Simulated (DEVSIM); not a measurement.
System: InP/In0.53Ga0.47As p-n heterojunction, at 300 K.

| layer (left to right) | material | thickness (μm) | Nd (cm⁻³) | Na (cm⁻³) | τn (s) | τp (s) |
|---|---|---|---|---|---|---|
| 1 | InP | 1.40 | - | 2.3e17 | 6.1e-10 | 6.1e-10 |
| 2 | In0.53Ga0.47As | 2.80 | 1.3e16 | - | 6.1e-10 | 6.1e-10 |

Left contact: ohmic. Right contact: ohmic. Voltage is applied to the left contact. Recombination: SRH at mid-gap, radiative. Mobility is constant in doping. Where it depends on doping, it is μmin + (μ − μmin)/(1 + (N/Nref)^α).

Constants are typed, rounded textbook-type inputs, not results; the design itself was drawn at random and stands for no fabricated device. Values at 300 K. The table also holds parameters that only a changed run uses.

| parameter | InP | In0.53Ga0.47As |
|---|---|---|
| gap (eV) | 1.344 | 0.74 |
| affinity (eV) | 4.38 | 4.51 |
| permittivity | 12.5 | 13.9 |
| Nc (cm⁻³) | 5.7e17 | 2.1e17 |
| Nv (cm⁻³) | 1.1e19 | 7.7e18 |
| μn (cm²/Vs) | 5200 | 12000 |
| μp (cm²/Vs) | 170 | 300 |
| μn,min | 400 | 300 |
| μp,min | 10 | 10 |
| Nref,n | 3e17 | 1.3e17 |
| Nref,p | 4.9e17 | 4.9e17 |
| αn | 0.47 | 0.48 |
| αp | 0.62 | 0.4 |
| B (cm³/s) | 1.2e-10 | 9.6e-11 |
| Cn (cm⁶/s) | 9e-31 | 5e-29 |
| Cp (cm⁶/s) | 9e-31 | 5e-29 |

Simulated with DEVSIM: 1D drift-diffusion, Boltzmann statistics, complete ionisation; no tunnelling, impact ionisation, image-force lowering or self-heating. Band offsets follow the typed affinities; no thermionic-emission limit at abrupt steps, no polarisation charge.

Base results: largest field in the device at zero bias (V/cm) 160000; dark forward voltage at 100 A/cm² (V) 0.678; potential step across the device at zero bias (V) 1.042; dark forward voltage at 1 A/cm² (V) 0.396.

What follows from this one change: minority lifetime in layer 2 6.1e-10 → 6.1e-11 s?

largest field in the device at zero bias little changed (160000 V/cm); dark forward voltage at 100 A/cm² 0.678 → 0.651 V; potential step across the device at zero bias little changed (1.042 V); dark forward voltage at 1 A/cm² 0.396 → 0.354 V.

What follows from this one change: doping Na of layer 1 2.3e+17 → 2.3e+16 cm^-3?

largest field in the device at zero bias 160000 → 52000 V/cm; dark forward voltage at 100 A/cm² 0.678 → 0.820 V; potential step across the device at zero bias 1.042 → 0.983 V; dark forward voltage at 1 A/cm² 0.396 → 0.512 V.

What follows from this one change: doping-dependent mobility in place of the constant one?

largest field in the device at zero bias little changed (160000 V/cm); dark forward voltage at 100 A/cm² 0.678 → 0.697 V; potential step across the device at zero bias little changed (1.042 V); dark forward voltage at 1 A/cm² 0.396 → 0.410 V.
